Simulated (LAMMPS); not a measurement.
Melts of CdTe (zinc blende) cooled to 300 K at several rates.

Computed with classical MD, pair style sw, file CdTeZnSeHgS0.sw; code LAMMPS.

```json
[
 {"cooling rate (K/s)": "1e+12", "energy above the crystal": "0.201 eV/atom", "state": "glass", "density": "5.66 g/cm³ (one sample)", "coordination number of Cd by Te": "3.80 (counted to 3.62 Å)", "rough cost": "27 core-minutes"},
 {"cooling rate (K/s)": "3e+12", "energy above the crystal": "0.222 eV/atom", "state": "glass", "density": "5.65 g/cm³ (one sample)", "coordination number of Cd by Te": "3.78 (counted to 3.54 Å)", "rough cost": "22 core-minutes"},
 {"cooling rate (K/s)": "1e+13", "energy above the crystal": "0.244 eV/atom", "state": "glass", "density": "5.64 g/cm³ (one sample)", "coordination number of Cd by Te": "3.71 (counted to 3.50 Å)", "rough cost": "4 core-minutes"},
 {"cooling rate (K/s)": "1e+14", "energy above the crystal": "0.284 eV/atom", "state": "glass", "density": "5.65 g/cm³ (one sample)", "coordination number of Cd by Te": "3.71 (counted to 3.54 Å)", "rough cost": "4 core-minutes"}
]
```

Costs are rough and include melting and analysis.

Caution: the real compound melts congruently only under the pressure of its own vapour and loses its more volatile element when open.
